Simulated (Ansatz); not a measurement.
**HfN: stress against strain**

HfN (rock salt, Fm-3m, 11.152 Å³/atom at rest, cube axes along x, y and z) under a strain ε along a cube axis (axis z), the other axes held. LDA in Ansatz, a plane-wave DFT program (PAW, default set), 420 eV, 22×22×22 Γ-centred mesh, Fermi-Dirac smearing 0.10 eV; ions are relaxed within the symmetry of each cell. Stress is positive for a compressed cell.

Here s stands for strain and y for stress zz.

| strain (%) | stress zz (GPa) |
|---|---|
| -1.50 | 11.08 |
| -1.00 | 7.17 |
| -0.50 | 3.48 |
| 0.00 | 0.00 |
| 0.50 | -3.28 |
| 1.00 | -6.36 |
| 1.50 | -9.27 |
| 3.00 | ? |

The 7 complete rows are fitted with a straight line, y against s. Means: s 0, y 0.403. About the means, the sum of products is -47.435 and the sum of squares of s is 7.0000; the slope is their ratio. Least squares gives y = 0.403 - 6.7764·s. Residuals (row less fit): 0.512, -0.009, -0.311, -0.403, -0.295, 0.013, 0.492; standard error 0.412 (degrees of freedom: 5). The slope gives the elastic constant C11 = 678 ± 16 GPa.

Estimate the missing y (s = 3.00); what did the run itself give?

y = 0.403 - 6.7764 × 3.0 = -19.926 GPa. The calculation gives -16.97 GPa, 2.956 GPa above the prediction (10.5 % of the range of y in the table). The row lies outside the fitted rows, so this is an extrapolation. From the scatter of the fitted rows alone, a prediction at this place has a standard error of 0.643 GPa, so the miss is 4.6 times that.

One order more, fitted to all 13 runs of the series, follows each within 0.10, so the miss is the next term of a smooth law. In a metal these values are sensitive to mesh and smearing; energies are taken to zero smearing, stresses follow the free energy. Rows are the converged runs of the series near zero and its far end; series whose fitted rows scatter by over a few per cent of the range, as at a crossing or softening among them, aren't shown in this form. Most that stay on the fit to the last digits aren't either.
